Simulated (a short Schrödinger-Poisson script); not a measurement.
Structure: single In0.4Ga0.6As/GaAs quantum well.

```tsv
layer	material	thickness (nm)
1	GaAs	20
2	In0.4Ga0.6As	10
3	GaAs	20
```

Constants are typed, rounded textbook-type inputs, not results; the design itself was drawn at random and stands for no fabricated device. In0.4Ga0.6As: direct gap (eV) 1.024, conduction-band edge (eV) 0, electron mass (mₑ) 0.051, heavy-hole mass 0.37, light-hole mass 0.08. GaAs: direct gap (eV) 1.424, conduction-band edge (eV) 0.26, electron mass (mₑ) 0.067, heavy-hole mass 0.377, light-hole mass 0.09.

The valence-band edge of each layer lies one gap below its conduction-band edge. The electron's potential energy rises along the stack by the applied field. Mesh 0.03 nm at interfaces.

**Question.** Estimate e1 and hh1 for infinitely high walls at zero field, and compare with the finite well.

**Answer.** ħ²π²/(2mL²) gives 73.7 meV for the electron and 10.2 meV for the heavy hole. The finite well gives 38.0 and 7.4 meV, 0.52 and 0.72 of the estimates, as the states reach into the barriers (4 % of e1 lies outside the well).

Solved with a short Schrödinger-Poisson script written for these runs: one-band effective-mass equation with BenDaniel-Duke matching, electrons, heavy and light holes apart, hard walls at the outer ends, one valence edge for both holes (no strain splitting), no charge, excitons, band mixing or non-parabolicity; under a field the levels are quasi-bound states of a box, listed while three quarters of their weight lies within 4 nm of the wells.
